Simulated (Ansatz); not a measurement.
Name crystals whose hole conductivity mass lies between 0.47 and 0.74 mₑ and whose electron conductivity mass lies between 0.26 and 0.41 mₑ, by PBEsol with spin-orbit coupling, rigid bands in Ansatz (a quantum-chemistry and plane-wave program).

Many crystals can fit; among those computed here:
- SiC (F-43m): 0.70 mₑ, 0.30 mₑ
- CaSe (Fm-3m): 0.60 mₑ, 0.38 mₑ
- AlAs (F-43m): 0.59 mₑ, 0.33 mₑ
- GaP (F-43m): 0.48 mₑ, 0.35 mₑ
- BaTe (Fm-3m): 0.50 mₑ, 0.36 mₑ

Masses are for dilute carriers at 300 K, harmonic means over directions unless an axis is named.

Formula and space group known from diffraction (Crystallography Open Database), not checked to be the room-temperature form: BaTe (Fm-3m), CaSe (Fm-3m).
